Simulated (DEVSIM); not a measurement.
Device: CdTe n-i-p diode, at 350 K.

```
layer (left to right)  material  thickness (μm)  Nd (cm⁻³)  Na (cm⁻³)  τn (s)  τp (s)
---------------------  --------  --------------  ---------  ---------  ------  ------
1                          CdTe           0.480     1.8e17          -  4.6e-8  4.6e-8
2                          CdTe            1.80          -     1.3e13  4.6e-8  4.6e-8
3                          CdTe            3.30          -     1.3e18  4.6e-8  4.6e-8
```

Left contact: ohmic. Right contact: ohmic. Voltage is applied to the left contact. Recombination: SRH at mid-gap, radiative. Mobility is μmin + (μ − μmin)/(1 + (N/Nref)^α).

This is a model device: material constants are rounded textbook-type values typed into the input, and sizes, dopings and lifetimes were drawn at random. Values at 300 K; Nc and Nv go as T^1.5, mobilities as T to minus their exponent, the gap by Varshni's rule with the affinity fixed. The table also holds parameters that only a changed run uses.

| parameter | CdTe |
|---|---|
| gap (eV) | 1.5 |
| affinity (eV) | 4.28 |
| permittivity | 10.2 |
| Nc (cm⁻³) | 8e17 |
| Nv (cm⁻³) | 1.8e19 |
| μn (cm²/Vs) | 1000 |
| μp (cm²/Vs) | 80 |
| μn,min | 100 |
| μp,min | 10 |
| Nref,n | 1e17 |
| Nref,p | 1e17 |
| αn | 0.6 |
| αp | 0.6 |
| T exponent of μn | 1.7 |
| T exponent of μp | 1.5 |
| B (cm³/s) | 1e-10 |
| Cn (cm⁶/s) | 1e-30 |
| Cp (cm⁶/s) | 1e-30 |
| Varshni α (eV/K) | 0.00031 |
| Varshni β (K) | 108 |

Simulated with DEVSIM: 1D drift-diffusion, Boltzmann statistics, complete ionisation; no tunnelling, impact ionisation, image-force lowering or self-heating.

Base results: dark forward voltage at 1 A/cm² (V) 1.037; potential step across the device at zero bias (V) 1.347; dark forward voltage at 100 A/cm² (V) 1.239.

Task: What follows from this one change: doping Na of layer 3 1.3e+18 → 3.9e+18 cm^-3?

Result: dark forward voltage at 1 A/cm² little changed (1.038 V); potential step across the device at zero bias 1.347 → 1.380 V; dark forward voltage at 100 A/cm² little changed (1.240 V).

Task: What follows from this one change: thickness of layer 1 0.48 → 0.096 μm?

Result: dark forward voltage at 1 A/cm² 1.037 → 1.020 V; potential step across the device at zero bias little changed (1.347 V); dark forward voltage at 100 A/cm² 1.239 → 1.220 V.

Task: What follows from this one change: temperature 350 → 250 K?

Result: dark forward voltage at 1 A/cm² 1.037 → 1.214 V; potential step across the device at zero bias 1.347 → 1.437 V; dark forward voltage at 100 A/cm² 1.239 → 1.358 V.

Task: What follows from this one change: constant mobility in place of the doping-dependent one?

Result: dark forward voltage at 1 A/cm² 1.037 → 1.030 V; potential step across the device at zero bias little changed (1.347 V); dark forward voltage at 100 A/cm² 1.239 → 1.218 V.
